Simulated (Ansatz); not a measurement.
# How the smallest direct gap on the k points sampled of ZrTiO4 (P2₁2₁2, No. 18, 12 atoms in the cell; start mp-1215197) moves with the method

No measured value is used here.

```
level (code)         value (eV)
-------------------  ----------
LDA (Ansatz)               2.74
PBEsol+SOC (Ansatz)         ___
r²SCAN+SOC (Ansatz)        3.19
```

Fill in the missing entries.


- PBEsol+SOC (Ansatz, an electronic-structure program), value (eV): 2.78

Computed values are for a static lattice. Spin–orbit coupling is included only where a level's name says +SOC; with heavier elements it mostly lowers gaps and can invert bands.  Values are at the PBEsol cell. Cutoffs differ between the levels. Ansatz's density-functional and Hartree–Fock values are scalar-relativistic unless marked +SOC, with PAW data made under PBE.

A start named mp-… is a Materials Project structure, which need not be a measured phase.
